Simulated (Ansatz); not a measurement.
Start from CeO₂ in the CdI2 type structure (space group P-3m1, No. 164; a = 3.595 Å, c = 4.407 Å; a hypothetical phase, not in the database extracts checked).

All numbers come from DFT with r2SCAN+rVV10, PAW potentials and a 500 eV plane-wave cutoff in Ansatz (a first-principles code), scalar-relativistic without spin-orbit coupling, earlier PAW set.

Before the change:

| Property | Result |
|---|---|
| c/a ratio | 1.226 |
| Valley order | A (0, 0, 1/2) 2.48 eV; M (1/2, 0, 0) 2.67 eV |
| Width of the top valence band | 0.58 eV |
| Smallest direct gap | 2.63 eV |

Modification: cell and atoms relaxed at a pressure of 10 GPa.

Problem. Estimate the effect on the c/a ratio, valley order, width of the top valence band and smallest direct gap.

Solution. The c/a ratio shrinks by 0.174 to 1.052; the valley order (the lowest conduction-band minima on the path, energy above the VBM, named in the base's zone) becomes A (0, 0, 1/2) 2.23 eV; M (1/2, 0, 0) 2.42 eV (base: A (0, 0, 1/2) 2.48 eV; M (1/2, 0, 0) 2.67 eV); the width of the top valence band goes up by 0.63 eV, from 0.58 eV to 1.21 eV; the smallest direct gap drops by 0.25 eV, from 2.63 eV to 2.38 eV.

Load acts through the strain it causes; cell and atoms are relaxed under it. Whether these cells are dynamically stable was not tested. No other phases were tried under pressure. Starting moments died away, wholly or in part, for the base; another magnetic solution may exist. The final runs are not spin-polarised.
